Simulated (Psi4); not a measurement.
Psi4 1.11, unrestricted PBE/def2-tzvp: B[NH], charge 0, multiplicity 2, 5 atoms. The geometry is a generated start, not checked to be a minimum at this level.

* **task**: energy
* **method**: pbe
* **basis**: def2-tzvp
* **memory**: 3 GB
* **maxiter**: 100
* **keys of the molecule block**: symmetry c1
* **scf_type**: df (default)
* **e_convergence**: 1e-06 (default)
* **d_convergence**: 1e-06 (default)
* **dft_radial_points**: 75 (default)
* **dft_spherical_points**: 302 (default)
* **basis functions**: 80
* **grid points**: 109796

```xyz
5

B     -0.4541     0.0129     0.0046
N      0.8124    -0.3022    -0.0265
H     -1.3119    -0.7953    -0.0303
H     -0.8220     1.1396     0.0701
H      1.7756    -0.0551    -0.0178
```

Charge 0 and multiplicity 2 are set for this test and not shown to be the ground state.

With the defaults (diis = true, scf_initial_accelerator = adiis, damping_percentage = 0, guess = auto, which took SAD, diis_max_vecs = 10, soscf = false, soscf_start_convergence = 0.01) it converges in 10 SCF iterations. One run each on 2 threads, with these changes:
- guess = gwh
- diis_max_vecs = 3
- soscf = true, soscf_start_convergence = 0.1
- guess = core
- diis = false, scf_initial_accelerator = none, damping_percentage = 60
- guess = modhuckel
- guess = sapgau
- guess = sadno
- damping_percentage = 20

Which of these changes keep the SCF from converging, or lead it to another solution?

No convergence: diis = false, scf_initial_accelerator = none, damping_percentage = 60 (the run ends without SCF convergence in 100 iterations). The rest reach the solution of the defaults.

```tsv
setting	SCF iterations	JK calls	end
soscf = true, soscf_start_convergence = 0.1	7	28	same solution
the defaults	10	11	same solution
guess = modhuckel	10	28	same solution
guess = sapgau	10	10	same solution
guess = sadno	10	10	same solution
diis_max_vecs = 3	11	12	same solution
guess = core	13	13	same solution
guess = gwh	13	13	same solution
damping_percentage = 20	19	20	same solution
diis = false, scf_initial_accelerator = none, damping_percentage = 60	100	101	no convergence
```

An SOSCF iteration holds several JK calls; a Hückel guess adds calls on atoms.
